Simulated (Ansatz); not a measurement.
Hypothetical Pm-3n C, response to strain

Take C (space group Pm-3n, No. 223; a = 3.818 Å; a hypothetical phase, not in the database extracts checked) as the base. Axes: x, y, z lie along the cube axes.

Strains are applied to the cell and any free atomic positions relax.

Levels (all Ansatz, a program for electronic structure, PAW): PBEsol (420 eV, no spin-orbit coupling); r2SCAN (500 eV, no SOC).

Pressures by level, all at the geometries relaxed with PBEsol:

```json
[
 {"case": "base", "PBEsol": "0.0 GPa", "r2SCAN": "10.8 GPa"},
 {"case": "isotropic strain +3.77 %", "PBEsol": "-15.5 GPa", "r2SCAN": "-6.5 GPa"},
 {"case": "uniaxial strain ε_yy = −0.88 %", "PBEsol": "1.6 GPa", "r2SCAN": "12.5 GPa"}
]
```

Single points use the geometry relaxed with PBEsol. Their cutoffs differ, which shifts pressures a little. Stability against distortions was not tested.
